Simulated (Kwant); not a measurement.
Model system: six-terminal Hall bar in a GaN two-dimensional gas. Effective mass 0.22 mₑ, grid spacing 7.7 nm, hard walls, nominal width 200 nm (25 grid rows, so walls 200.2 nm apart), one parabolic valley, scattering region 520 nm long along x; energies count from the band bottom; Fermi energy swept from 0.0002675 to 0.00214 eV. Four side probes 100 nm wide, two on each edge; current runs along x; the sign of the Hall resistance is a convention. Perpendicular field 0.92 T, also in the leads; orbital effect alone.

The device is made up for the run: typed textbook-type constants, with dimensions and the other settings drawn at random.

Model: effective-mass tight-binding model on a square grid, one spin, coherent transport at 0 K (Kwant). Resistances are in h/e².

Problem. How many Landau levels lie under the Fermi energy, and what Hall resistance follows, at 0.997 meV and 0.920 T; 1.31 meV and 0.920 T; 1.47 meV and 0.920 T; 1.95 meV and 0.920 T?

Solution. ħωc = ħeB/m = 0.526 meV a tesla; levels lie at (n + ½)ħωc. E/ħωc = 2.06 gives 2 levels and h/(2e²) = 0.500; simulated 0.500. E/ħωc = 2.72 gives 3 levels and h/(3e²) = 0.333; simulated 0.333. E/ħωc = 3.04 gives 3 levels and h/(3e²) = 0.333; simulated 0.333. E/ħωc = 4.03 gives 4 levels and h/(4e²) = 0.250; simulated 0.250.
